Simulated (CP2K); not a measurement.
Input and output of a self-consistent single point for CdPd3 (I4/mmm, 4 atoms in the cell) (CP2K).

Method of the run: PBEsol, GPW, DZVP-MOLOPT-SR-GTH basis, GTH-PBE potentials (GTH_POTENTIALS) in CP2K.

The change in words: lattice scaled by 0.98. Reference geometry:
```
CELL_PARAMETERS angstrom
      4.76571     0.00000     0.00000
      1.55715     4.50414     0.00000
     -3.16143    -2.25207     2.76506
ATOMIC_POSITIONS crystal
  Cd 0.00000 0.00000 0.00000
  Pd 0.75000 0.25000 0.50000
  Pd 0.25000 0.75000 0.50000
  Pd 0.50000 0.50000 0.00000
```

Reference input (self-consistent single point, DFT PBEsol, GPW, DZVP-MOLOPT-SR-GTH basis, GTH-PBE potentials (GTH_POTENTIALS)): CUTOFF = 500 Ry; REL_CUTOFF = 40 Ry; SMEAR/METHOD = FERMI_DIRAC; ELECTRONIC_TEMPERATURE = 1160.45 K; KPOINTS/SCHEME = MONKHORST-PACK 8 8 8; GAMMA_CENTERED = T; XC_FUNCTIONAL = PBE:PBESOL; Cd/BASIS_SET = DZVP-MOLOPT-SR-GTH; Cd/POTENTIAL = GTH-PBE-q12; Pd/BASIS_SET = DZVP-MOLOPT-SR-GTH; Pd/POTENTIAL = GTH-PBE-q18; METHOD = GPW. This run's input differs from it in these lines:

```diff
@@ -66,5 +66,5 @@
     &CELL
-      A 4.76571200 0.00000000 0.00000000
-      B 1.55715300 4.50414100 0.00000000
-      C -3.16143200 -2.25207100 2.76505600
+      A 4.67039800 0.00000000 0.00000000
+      B 1.52601000 4.41405800 0.00000000
+      C -3.09820400 -2.20702900 2.70975500
       PERIODIC XYZ
```

Output, abridged:

```
 SCF WAVEFUNCTION OPTIMIZATION

  Step     Update method      Time    Convergence         Total energy    Change
     1 NoMix/Diag. 0.30E+00      -     0.82867450      -428.3611258496 -4.28E+02
     2 Broy./Diag. 0.30E+00      -     0.22967499      -434.6865499632 -6.33E+00
     3 Broy./Diag. 0.30E+00      -     0.07006100      -428.4861824198  6.20E+00
     4 Broy./Diag. 0.30E+00      -     0.04362596      -427.2966009825  1.19E+00
     5 Broy./Diag. 0.30E+00      -     0.00983470      -427.1897799206  1.07E-01
     6 Broy./Diag. 0.30E+00      -     0.00758679      -427.3122490504 -1.22E-01
   [... 4 lines left out ...]
    11 Broy./Diag. 0.30E+00      -     0.00000157      -427.3578472363  1.03E-04
    12 Broy./Diag. 0.30E+00      -     0.00000074      -427.3578696987 -2.25E-05
    13 Broy./Diag. 0.30E+00      -     0.00000020      -427.3578660233  3.68E-06
    14 Broy./Diag. 0.30E+00      -     0.00000006      -427.3578669268 -9.04E-07
  *** SCF run converged in    14 steps ***

  Overlap energy of the core charge distribution:               0.00000000004897
  Self energy of the core charge distribution:               -742.62861280995583
  Core Hamiltonian energy:                                    182.69162421382254
  Hartree energy:                                             176.83338554550272
  Exchange-correlation energy:                                -44.25065562992115
  Electronic entropic energy:                                  -0.00360824598354
  Fermi energy:                                                 0.55787182861272

  Total energy:                                              -427.35786692683695
  Total energy (extrapolated to T->0):                       -427.35606280384519

   [... lines left out ...]

 STRESS| Analytical stress tensor [bar]
 STRESS|                        x                   y                   z
 STRESS|      x        2.68015050431E+05   2.15539372057E+03   1.06938271486E+01
 STRESS|      y        2.15539372057E+03   2.66524737630E+05   7.61786260564E+00
 STRESS|      z        1.06938271486E+01   7.61786260564E+00   2.64997230870E+05
 STRESS| 1/3 Trace                                             2.66512339644E+05
```

The run converged in 14 iterations. Against the reference run the free energy goes up by 99.9 meV/atom and the pressure goes from 10.96 to 26.65 GPa.

The starting cell comes from a database of computed structures (which also holds hypothetical and non-ambient phases and stackings), without a prior relaxation at this level. Its lattice was rescaled by a random factor within 2.5 % of one. For this run, on top of that: lattice scaled by 0.98. Spin polarisation is off. Values carry the incompleteness of an atom-centred basis. The potentials were made for another functional than the one used. With a pressure of about 27 GPa the cell is away from its equilibrium volume at this level.

Cost on one core of a shared machine: roughly 3 min.
